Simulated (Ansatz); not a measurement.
Electronic density of states of amorphous Nb₂₄As₂₄, density 7.59 g/cm³, on a 2×2×2 Γ-centred mesh with a Gaussian width of 0.1 eV; energies count from the Fermi level. Cell and mesh are small, so fine structure isn't converged. These are PBE, scalar-relativistic without spin-orbit coupling (plane waves to 420 eV, PAW; Ansatz, a quantum-chemistry and plane-wave program) values and carry that method's errors. Sampling: a 2×2×2 Γ-centred mesh; Fermi-Dirac width 0.1 eV; no spin polarisation.

The cell was made by melting and quenching with the CHGNet potential and then relaxed with DFT. The hot cell started wider than the set density and was brought back towards it in steps. It is the lowest in DFT energy of 3 quenches. It is a model cell: composition and starting density were chosen by hand, and all elements were melted together. No dispersion term was used. Its density started from a set value of 8.34 and ended at 7.59 g/cm³. The simulated quench (nominally 230 K/ps over its main leg) is rapid and tends to freeze in more defects than a deposited or slowly cooled glass has. Values belong to this one cell and scatter from quench to quench. Volume and shape were free in the relaxation. On a 2×2×2 Γ-centred mesh force components of up to 0.30 eV/Å stay, since the relaxation ran on one k-point at (1/4, 1/4, 1/4).

```tsv
E - EF (eV)	states/(eV atom)
-12.00	0.33
-11.90	0.29
-11.80	0.36
-11.70	0.46
-11.60	0.51
-11.50	0.43
-11.40	0.40
-11.30	0.39
-11.20	0.38
-11.10	0.45
-11.00	0.55
-10.90	0.55
-10.80	0.48
-10.70	0.42
-10.60	0.39
-10.50	0.32
-10.40	0.29
-10.30	0.28
-10.20	0.23
-10.10	0.17
-10.00	0.17
-9.90	0.16
-9.80	0.07
-9.70	0.01
-9.60	0.00
-9.50	0.00
-9.40	0.00
-9.30	0.00
-9.20	0.00
-9.10	0.00
-9.00	0.00
-8.90	0.00
-8.80	0.00
-8.70	0.00
-8.60	0.00
-8.50	0.00
-8.40	0.00
-8.30	0.00
-8.20	0.00
-8.10	0.00
-8.00	0.00
-7.90	0.00
-7.80	0.00
-7.70	0.00
-7.60	0.00
-7.50	0.00
-7.40	0.00
-7.30	0.00
-7.20	0.00
-7.10	0.00
-7.00	0.00
-6.90	0.00
-6.80	0.00
-6.70	0.00
-6.60	0.00
-6.50	0.00
-6.40	0.00
-6.30	0.00
-6.20	0.05
-6.10	0.21
-6.00	0.36
-5.90	0.41
-5.80	0.44
-5.70	0.50
-5.60	0.53
-5.50	0.51
-5.40	0.50
-5.30	0.51
-5.20	0.61
-5.10	0.60
-5.00	0.58
-4.90	0.65
-4.80	0.65
-4.70	0.54
-4.60	0.56
-4.50	0.63
-4.40	0.67
-4.30	0.64
-4.20	0.70
-4.10	0.65
-4.00	0.63
-3.90	0.69
-3.80	0.71
-3.70	0.76
-3.60	0.80
-3.50	0.77
-3.40	0.70
-3.30	0.70
-3.20	0.72
-3.10	0.70
-3.00	0.64
-2.90	0.65
-2.80	0.60
-2.70	0.56
-2.60	0.65
-2.50	0.72
-2.40	0.69
-2.30	0.72
-2.20	0.75
-2.10	0.71
-2.00	0.68
-1.90	0.74
-1.80	0.78
-1.70	0.76
-1.60	0.79
-1.50	0.88
-1.40	0.84
-1.30	0.83
-1.20	0.80
-1.10	0.74
-1.00	0.75
-0.90	0.76
-0.80	0.73
-0.70	0.71
-0.60	0.69
-0.50	0.64
-0.40	0.60
-0.30	0.55
-0.20	0.57
-0.10	0.49
0.00	0.58
0.10	0.61
0.20	0.60
0.30	0.67
0.40	0.74
0.50	0.79
0.60	0.78
0.70	0.74
0.80	0.81
0.90	0.88
1.00	0.86
1.10	0.88
1.20	0.84
1.30	0.80
1.40	0.87
1.50	0.94
1.60	0.94
1.70	0.92
1.80	0.91
1.90	0.90
2.00	0.90
2.10	0.92
2.20	0.93
2.30	0.92
2.40	0.84
```
